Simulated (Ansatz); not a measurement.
BN, alloy series

Base system: BN in the zinc blende structure (space group F-43m, No. 216; a = 3.6051 Å).

The other end (x = 1) is BAs in the zinc blende structure (space group F-43m, No. 216): 13.55 Å³/atom, gap 1.08 eV.

As replaces a fraction x of N; each row is one arrangement (x, atoms in the cell, starting space group or random), fully relaxed.

Level of theory: PBEsol in Ansatz (plane waves to 420 eV, PAW, scalar-relativistic without spin-orbit coupling), earlier PAW set.

Notes on the quantities. mixing energy: to 0.01 eV only: unlike meshes or grids.

| variant | mixing energy | volume per atom |
|---|---|---|
| base | – | 5.86 Å³ |
| x(As) = 0.333, 6 atoms, P3m1 | +0.69 eV/atom | 8.17 Å³ |
| x(As) = 0.333, 6 atoms, I-4m2 | +0.618 eV/atom | 8.08 Å³ |
| x(As) = 0.5, 8 atoms, R3m | +0.70 eV/atom | 9.61 Å³ |
| x(As) = 0.5, 8 atoms, Pmn2_1 | +0.53 eV/atom | 9.32 Å³ |
| x(As) = 0.5, 8 atoms, P-4m2 | +0.635 eV/atom | 9.35 Å³ |
| x(As) = 0.75, 8 atoms, R3m | +0.48 eV/atom | 11.71 Å³ |
| x(As) = 0.75, 8 atoms, Cm | +0.39 eV/atom | 11.45 Å³ |

Each cell is one ordered arrangement of few atoms, which overstates ordering effects compared with a random alloy. Stability against distortions was not tested. The final runs are not spin-polarised. A zero or small gap of B2AsN and B4As3N can be the functional's error rather than a property of the material.

Ansatz is a program for electronic structure.
